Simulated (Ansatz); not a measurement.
**YPt (Pnma, No. 62; cell taken from a computed entry)**

Calculation: PBEsol (PAW; Ansatz, a quantum-chemistry and plane-wave program).

Settings: plane-wave cutoff 500 eV, 8×12×10 k mesh (along the axes of the cell as run), Fermi–Dirac smearing 0.1 eV, scalar-relativistic PAW data made under PBE.

Cell (relaxed at this level):

```yaml
crystal:
  lattice:
    - [6.95979, 0.00000, 0.00000]
    - [0.00000, 4.46994, 0.00000]
    - [0.00000, 0.00000, 5.51261]
  atoms:
    - { symbol: Y, position: [0.18190, 0.25000, 0.64034] }
    - { symbol: Y, position: [0.81810, 0.75000, 0.35966] }
    - { symbol: Y, position: [0.31810, 0.75000, 0.14034] }
    - { symbol: Y, position: [0.68190, 0.25000, 0.85966] }
    - { symbol: Pt, position: [0.04229, 0.25000, 0.15271] }
    - { symbol: Pt, position: [0.95771, 0.75000, 0.84729] }
    - { symbol: Pt, position: [0.45771, 0.75000, 0.65271] }
    - { symbol: Pt, position: [0.54229, 0.25000, 0.34729] }
```

```
Property  Result
--------  ------
band gap    none
```

Note: the relaxation could not lower the start's symmetry, so the cell can be a saddle point above a distorted one.

Spin–orbit coupling is not included.

Static lattice: no zero-point or thermal effects.

Cost on a shared machine: very roughly 12 core-minutes.
